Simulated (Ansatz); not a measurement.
We consider rock-salt LaSe, described by LDA in Ansatz (plane waves, PAW).

Run with plane-wave cutoff 520 eV, 16×16×16 k mesh, Fermi–Dirac smearing 0.05 eV, scalar-relativistic PAW data made under PBE.

Results at a series of volumes:

| V (Å³/atom) | E − E_lowest (meV/atom) | P (GPa) |
|---|---|---|
| 25.081 | 27.64 | 5.86 |
| 25.614 | 11.82 | 3.68 |
| 26.148 | 2.85 | 1.74 |
| 26.682 | 0.00 | 0.00 |
| 27.215 | 2.64 | -1.56 |
| 27.749 | 10.18 | -2.95 |
| 28.283 | 22.12 | -4.19 |

Q: Estimate the bulk modulus from the pressures at 26.148 and 27.215 Å³/atom, and compare it with a fit to all energies.

A: B = −V dP/dV. Between V = 26.148 and 27.215 Å³/atom, dP/dV = (-1.56 − (1.74))/(27.215 − 26.148) = -3.09 GPa per Å³/atom; at the midpoint 26.681 Å³/atom this gives B ≈ 82.5 GPa. The third-order Birch–Murnaghan fit gives V0 = 26.682 Å³/atom, B0 = 82.2 GPa, B′ = 4.5, which lies within 1 % of that estimate.

Spin–orbit coupling is not included; it can open a gap where bands touch, and shift volumes and moduli.

Computed values are for the static lattice.

Ansatz is a program for electronic structure.
